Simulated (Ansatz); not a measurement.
A computed series for Mo: pressure series

The parent structure is Mo in the bcc (W type) structure (space group Im-3m, No. 229).

```xyz
1
Lattice="-1.5754 1.5754 1.5754 1.5754 -1.5754 1.5754 1.5754 1.5754 -1.5754" Properties=species:S:1:pos:R:3 pbc="T T T"
Mo     0.0000     0.0000     0.0000
```

Cell and atoms are relaxed at each pressure.

Method: r2SCAN, PAW, 500 eV (Ansatz, an electronic-structure program; no spin-orbit coupling), earlier PAW set.

Notes on the quantities. enthalpy: H = E + PV relative to the base's energy.

| variant | enthalpy | volume per atom |
|---|---|---|
| base | – | 15.64 Å³ |
| pressure −2 GPa | -0.20 eV/atom | 15.76 Å³ |
| pressure −1 GPa | -0.10 eV/atom | 15.70 Å³ |
| pressure 1.8 GPa | +0.18 eV/atom | 15.54 Å³ |
| pressure 4.2 GPa | +0.41 eV/atom | ___ |
| pressure 9 GPa | +0.86 eV/atom | 15.16 Å³ |
| pressure 18 GPa | +1.70 eV/atom | 14.75 Å³ |
| pressure 30 GPa | +2.79 eV/atom | 14.28 Å³ |
| pressure 45 GPa | +4.10 eV/atom | 13.78 Å³ |
| pressure 60 GPa | +5.37 eV/atom | 13.35 Å³ |

Problem. What belongs in the blanks?

Solution. 
- pressure 4.2 GPa, volume per atom: 15.41 Å³

Load acts through the strain it causes; cell and atoms are relaxed under it. Stability against distortions was not tested. Competing high-pressure phases were not computed. All final runs are without spin polarisation.
